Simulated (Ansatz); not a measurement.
System: RuAs₂ (Pnnm, No. 58). Method: LDA in Ansatz (PAW).

Settings: plane-wave cutoff 520 eV, 6×6×12 k mesh (along the axes of the cell as run), Fermi–Dirac smearing 0.01 eV, no spin polarisation, scalar-relativistic PAW data made under PBE.

Cell (measured lattice):

```
CELL_PARAMETERS angstrom
      5.42790     0.00000     0.00000
      0.00000     6.18340     0.00000
      0.00000     0.00000     2.96850
ATOMIC_POSITIONS crystal
  Ru 0.00000 0.00000 0.00000
  Ru 0.50000 0.50000 0.50000
  As 0.17000 0.36660 0.00000
  As 0.83000 0.63340 0.00000
  As 0.67000 0.13340 0.50000
  As 0.33000 0.86660 0.50000
```

Predict the band gap, smallest direct gap on the k points sampled and Γ–Γ gap.


- band gap: 0.42 eV
- smallest direct gap on the k points sampled: 0.84 eV
- Γ–Γ gap: 2.36 eV

Measured, for comparison: band gap 0.69 eV (temperature not stated, not corrected to a static lattice, indirect, transport: resistivity; as tabulated in Fischer et al. (2018), doi:10.1039/c8cp00820e).

Note: cell and atoms aren't relaxed at this level (largest force component 0.16 eV/Å, pressure -3.9 GPa).

Spin–orbit coupling is not included.

Computing time: very roughly 110 core-seconds.

Ansatz is an electronic-structure program.
